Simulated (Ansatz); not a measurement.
HfO2: energy against strain

HfO2 (fluorite, Fm-3m, 10.423 Å³/atom at rest) under an equal strain ε in the (001) plane with the normal axis free, as in a coherent film. LDA in Ansatz, a plane-wave DFT program (PAW, default set), 420 eV, 11×11×11 Γ-centred mesh, Fermi-Dirac smearing 0.05 eV; ions are relaxed within the symmetry of each cell.

Here s stands for strain and y for E less E0.

```
strain (%)  E less E0 (meV/atom)
----------  --------------------
-1.50                      10.12
-1.00                       4.39
-0.50                       1.02
0.00                        0.00
0.50                        1.00
1.00                        4.24
1.50                        9.56
3.00                           ?
```

Taking a parabola for y over the 7 complete rows: Least squares gives y = -0.064 - 0.1429·s + 4.3971·s². Residuals (row less fit): 0.076, -0.086, -0.087, 0.064, 0.036, 0.050, -0.055; standard error 0.089 (degrees of freedom: 4). Twice the quadratic coefficient over the volume, 2 × 4.3971 meV × 10⁴ × 0.1602 / 10.423 Å³, is twice the biaxial elastic modulus of this plane = 1352 ± 12 GPa.

Question: Estimate the missing y (s = 3.00); what did the run itself give?

Answer: y = -0.064 - 0.1429 × 3.0 + 4.3971 × 3.0² = 39.081 meV/atom. The calculation gives 37.51 meV/atom, 1.571 meV/atom below the prediction (4.2 % of the range of y in the table). The row lies outside the fitted rows, so this is an extrapolation. From the scatter of the fitted rows alone, a prediction at this place has a standard error of 0.340 meV/atom, so the miss is 4.6 times that.

One order more, fitted to all 13 runs of the series, follows each within 0.09, so the miss is the next term of a smooth law. The primitive cell can neither tilt nor turn polar against its symmetry, as such crystals can under strain. HfO2 is here the high-temperature cubic form, which is unstable at 0 K; the monoclinic form is the stable one. Rows are the converged runs of the series near zero and its far end; series whose fitted rows scatter by over a few per cent of the range, as at a crossing or softening among them, aren't shown in this form. Most that stay on the fit to the last digits aren't either.
